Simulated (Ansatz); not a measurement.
**V3Si, pressure series**

Start from V3Si in the A15 (Cr3Si type) structure (space group Pm-3n, No. 223; a = 4.7014 Å).

Cell and atoms are relaxed at each pressure.

All numbers come from PBE in Ansatz (plane waves to 420 eV, PAW, no SOC), earlier PAW set.

```json
[
 {"pressure (GPa)": "-1", "volume per atom (Å³/atom)": "13.057"},
 {"pressure (GPa)": "0", "volume per atom (Å³/atom)": "12.989"},
 {"pressure (GPa)": "1.8", "volume per atom (Å³/atom)": "12.871"},
 {"pressure (GPa)": "4.2", "volume per atom (Å³/atom)": "?"},
 {"pressure (GPa)": "9", "volume per atom (Å³/atom)": "12.443"},
 {"pressure (GPa)": "18", "volume per atom (Å³/atom)": "11.992"},
 {"pressure (GPa)": "30", "volume per atom (Å³/atom)": "11.493"},
 {"pressure (GPa)": "45", "volume per atom (Å³/atom)": "10.983"},
 {"pressure (GPa)": "60", "volume per atom (Å³/atom)": "10.561"}
]
```

Fit the third-order Birch–Murnaghan form P(V) = (3B₀/2)[(V₀/V)^(7/3) − (V₀/V)^(5/3)]·[1 + (3/4)(B₀′ − 4)((V₀/V)^(2/3) − 1)] (squares taken in P) to the rows shown and predict the withheld row.

Least squares on the printed values gives V₀ = 12.989 Å³/atom, B₀ = 192 GPa, B₀′ = 4.0; this predicts 12.720 Å³/atom, and the run gives 12.720 Å³/atom, in agreement.

Measured bulk modulus of V3Si: 171 GPa (room temperature; as listed in Z. W. Lu, Barry M. Klein, Physical Review Letters (1997)); the computed value is for a static lattice, so the two differ by thermal effects too.

Load acts through the strain it causes; cell and atoms are relaxed under it. Whether these cells are dynamically stable was not tested. Competing high-pressure phases were not computed. Starting moments died away, wholly or in part, for the base; another magnetic solution may exist. All final runs are without spin polarisation.

Ansatz is a quantum-chemistry and plane-wave program.
